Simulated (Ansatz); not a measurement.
Worked example: self-consistent single point of Ga (Cmce, 4 atoms in the cell) in Ansatz (a program for electronic structure).

Level of theory: PBE, PAW files (plane waves; Ansatz).

```yaml
crystal:
  lattice:
    - [2.16195, -3.70629, 0.00000]
    - [2.16195, 3.70629, 0.00000]
    - [0.00000, 0.00000, 4.44435]
  atoms:
    - { symbol: Ga, position: [0.65570, 0.34430, 0.41540] }
    - { symbol: Ga, position: [0.34430, 0.65570, 0.58460] }
    - { symbol: Ga, position: [0.84430, 0.15570, 0.91540] }
    - { symbol: Ga, position: [0.15570, 0.84430, 0.08460] }
```

Reference input (self-consistent single point, DFT, PBE, plane waves, PAW files): basis.ecutwfc = 420 eV; kpoints.mp_grid.grid = 6 6 5; hamiltonian.xc = pbe; hamiltonian.pseudopotentials = {kind: paw} (the program's default PAW files); scf.occupations.method = methfessel_paxton; scf.occupations.width = 0.05 eV. This run's input differs from it in these lines:

Ansatz 0.2 input:
```diff
@@ -15,2 +15,3 @@
     grid: [6, 6, 5]
+    shift: [0.5, 0.5, 0.5]
 hamiltonian:
```

The program printed (abridged):

```
SCF iter   1: F=—  HF=-15131.876262 eV  |F-HF|=—  |Δ(HF+E_count)|=         —  Δρ=3.27e-2  dr2=4.55e-1  ethr=3.10e-3  ⟨swp⟩=5.8  Hψ=4244  notcnv=0
all-band conjugate gradients solve this SCF's bands
preconditioner: auto → Kerker (q_TF=auto, 2.589 Å⁻¹)
SCF iter   2: F=—  HF=-15131.830744 eV  |F-HF|=—  |Δ(HF+E_count)|=   4.55e-2  S|Δr|=    0.00e0  Δρ=2.32e-2  dr2=1.81e-1  ethr=8.75e-4  ⟨swp⟩=2.0  Hψ=2482  notcnv=0  defer=55
   [... lines left out ...]
SCF iter   7: F=—  HF=-15131.862396 eV  |F-HF|=—  |Δ(HF+E_count)|=   4.15e-5  S|Δr|=    0.00e0  Δρ=5.74e-5  dr2=1.33e-6  ethr=4.21e-8  ⟨swp⟩=2.0  Hψ=2040  notcnv=0  defer=55
SCF iter   8: F=—  HF=-15131.862398 eV  |F-HF|=—  |Δ(HF+E_count)|=   1.43e-6  S|Δr|=    0.00e0  Δρ=1.51e-5  dr2=1.28e-7  ethr=2.56e-9  ⟨swp⟩=2.0  Hψ=2036  notcnv=0  defer=55
SCF iter   9: F=-15131.862398 eV  HF=-15131.862398 eV  |F-HF|=2.20e-9  |Δ(HF+E_count)|=   2.17e-9  S|Δr|=    0.00e0  Δρ=2.50e-6  dr2=4.36e-9  ethr=1.92e-10  ⟨swp⟩=8.5  Hψ=4882  notcnv=0
SCF 1 converged in 9 iterations: F = -15131.862398 eV  dr2 = 4.36e-9
Stability not checked (fill_not_monotonic)
Free energy (F): -15131.862398 eV
Internal energy: -15131.862305 eV  (E = F + TS)
E sigma→0 (E₀):  -15131.862374 eV
Entropy (-TS):   -0.000093 eV (-0.023 meV/atom)
Fermi energy:    10.212042 eV
--- Forces (eV/Å), atoms counted from 1 ---
  atom   1  Ga     0.00000000     0.03922605     0.02143845
  atom   2  Ga    -0.00000000    -0.03922605    -0.02143845
  atom   3  Ga    -0.00000000    -0.03922605     0.02143845
  atom   4  Ga     0.00000000     0.03922605    -0.02143845
--- Stress (GPa, compression-positive) ---
        8.165722      -0.000000      -0.000000
       -0.000000       9.818997       0.000000
       -0.000000       0.000000       8.490575
  P = ⅓ Tr σ = 8.8251 GPa (88.251 kbar)
  The stress holds the Pulay correction. Without it, at fixed plane waves, as pw.x and ABINIT print it: P = 8.7731 GPa
```

The run converged in 9 iterations. Against the reference run the free energy is nearly the same (within 1 meV/atom), the pressure goes from 9.00 to 8.83 GPa and the largest force goes from 0.061 to 0.045 eV/Å.

The starting cell comes from a database of computed structures (which also holds hypothetical and non-ambient phases and stackings), without a prior relaxation at this level. Its lattice was rescaled by a random factor within 2.5 % of one. Ansatz's pressure includes its estimate of the finite-basis (Pulay) stress.
